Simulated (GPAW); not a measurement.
GPAW run on TiOs (Pm-3m, 2 atoms in the cell): self-consistent single point.

Computed with LDA (Perdew-Wang 92), GPAW PAW datasets LDA (gpaw-data 1.0.1) (plane waves; GPAW).

```
TiOs
1.0
    3.08463     0.00000     0.00000
    0.00000     3.08463     0.00000
    0.00000     0.00000     3.08463
Ti Os
1 1
Direct
  0.50000   0.50000   0.50000
  0.00000   0.00000   0.00000
```

Reference input (self-consistent single point, DFT PBEsol, plane waves, GPAW PAW datasets PBEsol (made by gpaw-setup)): mode = pw; ecut = 800 eV; xc = PBEsol; kpts = 14 14 14; mesh shift (steps) = 0 0 0; occupations.name = methfessel-paxton; occupations.width = 0.1 eV; occupations.order = 0; nbands = -10; symmetry.symmorphic = false; symmetry.tolerance = 0.0005; maxiter = 150. This run's input differs from it in these lines:

```diff
@@ -13,3 +13,3 @@
 calc = GPAW(mode={'name': 'pw', 'ecut': 800},
-            xc='PBEsol',
+            xc='LDA',
             kpts={'size': (14, 14, 14), 'gamma': True},
```

Its files differ too (potentials: GPAW PAW datasets LDA (gpaw-data 1.0.1)).

The program printed (abridged):

```
     iter     time        total  log10-change:
                         energy   eigst   dens
iter:   1 --:--:--   -22.075857
iter:   2 --:--:--   -21.985722   -1.05  -1.34
iter:   3 --:--:--   -21.597657   -1.61  -1.36
iter:   4 --:--:--   -21.522649   -2.35  -1.61
iter:   5 --:--:--   -21.715182   -1.62  -1.79
iter:   6 --:--:--   -21.545044   -1.80  -1.77
iter:   7 --:--:--   -21.527015   -2.97  -2.21
iter:   8 --:--:--   -21.526058   -4.09  -2.89
iter:   9 --:--:--   -21.525253c  -4.47  -3.06
iter:  10 --:--:--   -21.525295c  -5.08  -2.95
iter:  11 --:--:--   -21.525426c  -4.25  -3.03
iter:  12 --:--:--   -21.525404c  -5.48  -3.46
iter:  13 --:--:--   -21.525395c  -5.37  -3.55
iter:  14 --:--:--   -21.525395c  -6.93  -3.86
iter:  15 --:--:--   -21.525393c  -6.88  -4.09c
iter:  16 --:--:--   -21.525396c  -6.51  -4.33c
iter:  17 --:--:--   -21.525395c  -7.49c -4.30c
Converged after 17 iterations.

Dipole moment: (-0.000000, -0.000000, 0.000000) |e|*Ang

Energy contributions relative to reference atoms: (reference = -491831.100510)

Kinetic:         +7.021991
Potential:       -8.791918
External:        +0.000000
XC:             -19.649273
Entropy (-ST):   -0.002137
Local:           -0.105126
SIC:             +0.000000
--------------------------
Free energy:    -21.526464
Extrapolated:   -21.525395

Showing only first 2 kpts
 Kpt  Band  Eigenvalues  Occupancy
  0    11     10.83054    2.00000
  0    12     10.83054    2.00000
  0    13     13.95188    0.00000
  0    14     13.95188    0.00000

  1    11     10.81042    2.00000
  1    12     10.87151    2.00000
  1    13     13.83986    0.00000
  1    14     13.99141    0.00000

Fermi level: 12.15105

No gap
No difference between direct/indirect transitions
Energy (eV): -21.525395

Forces in eV/Ang:
  0 Ti   -0.00000    0.00000    0.00000
  1 Os    0.00000    0.00000    0.00000

Stress tensor:
     0.071454     0.000000     0.000000
     0.000000     0.071454     0.000000
     0.000000     0.000000     0.071454
Stress (GPa, Voigt): [11.4482 11.4482 11.4482  0.      0.      0.    ]
```

The run converged in 17 iterations. GPAW prints stress with tension positive. Against the reference run the pressure goes from -5.63 to -11.45 GPa.

The starting cell comes from a database of computed structures (which also holds hypothetical and non-ambient phases and stackings), without a prior relaxation at this level. Spin polarisation is off. With a pressure of about -11 GPa the cell is away from its equilibrium volume at this level.

Cost on one core of a shared machine: roughly 90 s.
